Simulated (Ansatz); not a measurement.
A relaxation of cell and atoms of InAg3 (Pm-3m, 4 atoms in the cell) with Ansatz (a program for electronic structure).

Level of theory: r2SCAN, default PAW files made with PBE (plane waves; Ansatz).

```yaml
crystal:
  lattice:
    - [4.14400, 0.00000, 0.00000]
    - [0.00000, 4.14400, 0.00000]
    - [0.00000, 0.00000, 4.14400]
  atoms:
    - { symbol: In, position: [0.00000, 0.00000, 0.00000] }
    - { symbol: Ag, position: [0.00000, 0.50000, 0.50000] }
    - { symbol: Ag, position: [0.50000, 0.00000, 0.50000] }
    - { symbol: Ag, position: [0.50000, 0.50000, 0.00000] }
```

Reference input (self-consistent single point, DFT, r2SCAN, plane waves, default PAW files made with PBE): basis.ecutwfc = 36.7 Ry; kpoints.mp_grid.grid = 6 6 6; hamiltonian.xc = r2scan; hamiltonian.pseudopotentials = {kind: paw} (the program's default PAW files); scf.occupations.method = fermi_dirac; scf.occupations.width = 0.0073 Ry. This run's input differs from it in these lines:

Ansatz 0.2 input:
```diff
@@ -11,3 +11,3 @@
 basis:
-  ecutwfc: 36.7 Ry
+  ecutwfc: 51.4 Ry
 kpoints:
@@ -19,2 +19,4 @@
   occupations: { method: fermi_dirac, width: 0.0073 Ry }
+relax:
+  cell: {}
 output:
```

Output (repeated stretches shortened):

```
   [... SCF lines of the steps left out ...]
relax step   1: F+E_penalty+E_count = -28423.81757412 eV  Δ(F+E_penalty+E_count) = +0.000e0 eV  max|allowed force component| = 6.008e-29 eV/Å  Δτ_max = 0.0000 Å  P = +2.878 GPa  Ω = 71.164 Å³  (8 SCF iters, dr2 threshold 1.00e-7 eV, accepted)
relax step   2: F+E_penalty+E_count = -28423.80941712 eV  Δ(F+E_penalty+E_count) = +8.157e-3 eV  max|allowed force component| = 1.364e-29 eV/Å  Δτ_max = 0.0000 Å  P = -2.988 GPa  Ω = 75.828 Å³  energy of the carried Pulay correction = -2.359e-4 eV  [...]
   [... lines left out ...]
relax step   4: F+E_penalty+E_count = -28423.83513700 eV  Δ(F+E_penalty+E_count) = -1.403e-4 eV  max|allowed force component| = 1.013e-29 eV/Å  Δτ_max = 0.0000 Å  P = -0.016 GPa  Ω = 73.208 Å³  energy of the carried Pulay correction = -1.052e-4 eV  [...]
relax step   5: F+E_penalty+E_count = -28423.83523427 eV  Δ(F+E_penalty+E_count) = -9.727e-5 eV  max|allowed force component| = 1.854e-29 eV/Å  Δτ_max = 0.0000 Å  P = -0.016 GPa  Ω = 73.208 Å³  stress off target by 1.64e-2 GPa  SCF on the basis [...]
basis re-selected at this cell: Δ(F+E_penalty+E_count) = -9.727e-5 eV, ΔP = -0.001 GPa vs the last step
the relaxation is at rest under the 48 symmetry operations that the run kept from its start: a minimum is not shown …
Stability not checked: this state was not tested for a lower state beside it, because too few of the mixer's solves of this state at the end of the SCF gave a …
Free energy (F): -28423.835234 eV
Internal energy: -28423.795277 eV  (E = F + TS)
   [... lines left out ...]
Fermi energy:    16.168560 eV
  cell:  # Å, volume = 73.2079 Å³
   [... lines left out ...]
    - [-3.2098832406453932e-34, 4.18330363075416, 0.0]
    - [1.925929944387236e-34, 0.0, 4.18330363075416]
  atoms:
    - { symbol: In, position: [-4.821296033031174e-47, -5.1356984712582346e-48, 1.3209030227482665e-48] }
    - { symbol: Ag, position: [-4.557598383649212e-47, 0.5, 0.5] }
    - { symbol: Ag, position: [0.5, -2.950732239941784e-48, 0.5] }
    - { symbol: Ag, position: [0.5, 0.5, -1.3216821491405907e-48] }
```

The run converged. 

Summary of the result:
| Quantity | Result |
|---|---|
| Free energy E − TS (on the zero of these files) | -28423.8352 eV |
| Fermi level (on the code's own zero) | 16.17 eV |
| Pressure | -0.02 GPa |
| Final cell | a = b = c = 4.183 Å, α = β = γ = 90.00° |
| Final volume per atom | 18.30 Å³ |
| Relaxation steps | 5 |

The starting cell comes from a database of published, mostly measured structures (it also holds non-ambient and calculated ones), without a prior relaxation at this level. The relaxation keeps the symmetry of its start, so its end need not be a minimum. Ansatz's pressure includes its estimate of the finite-basis (Pulay) stress.

Cost on one core of a shared machine: roughly 50 s.
